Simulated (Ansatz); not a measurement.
BBi (model structure, started from the h-BN type, P6₃/mmc, No. 194, 4 atoms in the cell), treated with PBE in Ansatz (plane waves, PAW).

Numerical settings: plane-wave cutoff 500 eV, 12×12×4 k mesh (along the axes of the cell as run), Fermi–Dirac smearing 0.05 eV, scalar-relativistic PAW data made under PBE.

Cell (relaxed at this level):

```
BiB
1.0
    3.88250     0.00000     0.00000
   -1.94125     3.36235     0.00000
    0.00000     0.00000    10.58349
B Bi
2 2
Direct
  0.33333   0.66667   0.25000
  0.66667   0.33333   0.75000
  0.33333   0.66667   0.75000
  0.66667   0.33333   0.25000
```

Give the computed band gap.


- band gap = 0.07 eV (under three smearing widths, so not firm)

Note: the relaxation could raise the start's symmetry but not lower it, so the cell can be a saddle point; the cell has widely spaced layers and the level no dispersion term, so their spacing and the moduli can rest on weak binding.

Spin–orbit coupling is not included; with these elements it can move the gap by several tenths of an eV or more.

The computed numbers hold no vibrational or temperature effects.

A model structure was made by putting elements into a prototype or built by hand; it is no filed structure, need not be a known phase, and can be a saddle point held by its symmetry.

Ansatz is a first-principles code.
